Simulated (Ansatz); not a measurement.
The parent structure is HfO₂ (space group P4_2/nmc, No. 137; a = 3.577 Å, c = 5.204 Å).

Levels (all Ansatz, a quantum-chemistry and plane-wave program, PAW, earlier PAW set): r2SCAN (500 eV, spin-orbit coupling left out); HSE06 (420 eV, no spin-orbit coupling).

The geometry is relaxed with r2SCAN.

| Quantity | Value |
|---|---|
| r2SCAN band gap | 5.27 eV |

### Question
Predict the band gap from HSE06.

### Answer
The band gap goes up by 1.106 eV, from 5.27 eV to 6.37 eV.

Single points use the geometry relaxed with r2SCAN. HSE06 gaps are upper bounds (no full band path). Spin-orbit coupling, missing from the scalar runs, can matter with Hf. No phonon test of stability was made. This is not the structure that HfO2 has at room temperature and ambient pressure.
